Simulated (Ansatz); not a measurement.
System: cubic perovskite CsPbF₃. Method: PBEsol (Ansatz, a program for electronic structure, plane waves, PAW).

Input:

Ansatz 0.2 input:
```yaml
crystal:
  lattice:
    - [4.9090498143, 0.0, 0.0]
    - [0.0, 4.9090498143, 0.0]
    - [0.0, 0.0, 4.9090498143]
  atoms:
    - { symbol: Cs, position: [0.0, 0.0, 0.0] }
    - { symbol: Pb, position: [0.5, 0.5, 0.5] }
    - { symbol: F, position: [0.5, 0.0, 0.5] }
    - { symbol: F, position: [0.0, 0.5, 0.5] }
    - { symbol: F, position: [0.5, 0.5, 0.0] }
basis:
  ecutwfc: 520
  ecutrho_ratio: 4
  xc_grid: 2
kpoints:
  mp_grid: { grid: [8, 8, 8] }
hamiltonian:
  xc: pbesol
  dispersion: none
  pseudopotentials: { kind: paw }
scf:
  occupations: { method: fermi_dirac, width: 0.01 }
  convergence: { dr2_threshold: 0.0000000005 }
output:
  forces: true
  stress: true
  eigenvalues: true
```

How many irreducible k-points, plane waves at Γ does the program set up, and what pressure does the run end with?

35 irreducible k-points, 3191 plane waves at Γ; P = -2.25 GPa, so the cell is stretched on average and its volume would shrink at this level.

Output (set-up and result lines):

```
Crystal: 5 atoms, lattice volume = 118.302 Å³
Basis set: ecut = 520 eV, 3191 PW (Γ), exchange–correlation on 80×80×80 points (8 copies of the dense FFT grid, shifted against one another)
Bands: 27, of which v1, the nominal top of the filled ones, is band 22 counted from 1 (21 counted from 0)
Symmetry: 48 space group operations
Space group: Pm-3m (ITA 221), of the structure as read, at distance tolerance 4.9e-5 Å
k-points: 35 of 512
Functional: x = pbesol(κ = 0.804, μ = 0.12345679012345678), c = pbesol(β = 0.046)
SCF iter   1: F=—  HF=-19746.071540 eV  |F-HF|=—  |Δ(HF+E_count)|=         —  Δρ=1.02e-2  dr2=8.47e-2
SCF iter   2: F=—  HF=-19746.052809 eV  |F-HF|=—  |Δ(HF+E_count)|=   1.87e-2  Δρ=3.44e-3  dr2=6.59e-3
  ...
SCF iter   7: F=—  HF=-19746.051285 eV  |F-HF|=—  |Δ(HF+E_count)|=   7.79e-8  Δρ=1.38e-6  dr2=3.44e-9
SCF iter   8: F=-19746.051285 eV  HF=-19746.051285 eV  |F-HF|=6.55e-11  |Δ(HF+E_count)|=   3.57e-9  Δρ=3.25e-7  dr2=1.07e-10
SCF 1 converged in 8 iterations: F = -19746.051285 eV  dr2 = 1.07e-10
SCF converged after 8 iterations
Free energy (F): -19746.051285 eV
Internal energy: -19746.051285 eV  (E = F + TS)
E sigma→0 (E₀):  -19746.051285 eV
Fermi energy:    6.016673 eV
--- Stress (GPa, compression-positive) ---
       -2.251834       0.000000      -0.000000
        0.000000      -2.251834       0.000000
        0.000000      -0.000000      -2.251834
  P = ⅓ Tr σ = -2.2518 GPa (-22.518 kbar)
```

The cell is one volume of an energy–volume scan, off the minimum.

The PAW data were made under PBE.

Note: the volume lies 9 % above that of the published cell.
